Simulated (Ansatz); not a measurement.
Start from BiSb in the zinc blende structure (space group F-43m, No. 216; a = 7.091 Å; a hypothetical phase, not in the database extracts checked; relaxed with 0.1 eV smearing).

Structures relaxed with r2SCAN (Ansatz, a program for electronic structure), no SOC.

Base:

Simulated powder pattern, Co Kα, λ = 1.79026 Å (kinematic, ideal powder, no thermal factors, no anomalous dispersion; the 14 strongest lines at most, above 2 %, up to 2θ = 90°):

```tsv
2θ (°)	I/Imax (%)	hkl
25.26	100	(111)
29.25	6.4	(200)
41.84	78	(220)
49.50	52	(311)
51.86	2.1	(222)
60.65	14	(400)
66.76	22	(331)
68.74	2.9	(420)
76.40	29	(422)
81.98	18	(511)
```

The change: every lattice vector is shortened by 4.10 %, atoms relaxed at fixed cell.

Problem. Predict the new powder pattern.

Solution. 
Simulated powder pattern, Co Kα, λ = 1.79026 Å (kinematic, ideal powder, no thermal factors, no anomalous dispersion; the 14 strongest lines at most, above 2 %, up to 2θ = 90°):

| 2θ (°) | I/Imax (%) | hkl |
|---|---|---|
| 26.36 | 100 | (111) |
| 30.53 | 6.4 | (200) |
| 43.71 | 76 | (220) |
| 51.77 | 51 | (311) |
| 54.25 | 2.0 | (222) |
| 63.54 | 13 | (400) |
| 70.02 | 22 | (331) |
| 72.12 | 2.9 | (420) |
| 80.31 | 28 | (422) |
| 86.31 | 18 | (511) |

The indices refer to the base's conventional cell; one index is shown for lines that coincide.

The cells carry an imposed strain or load. Whether these cells are dynamically stable was not tested. All final runs are without spin polarisation.
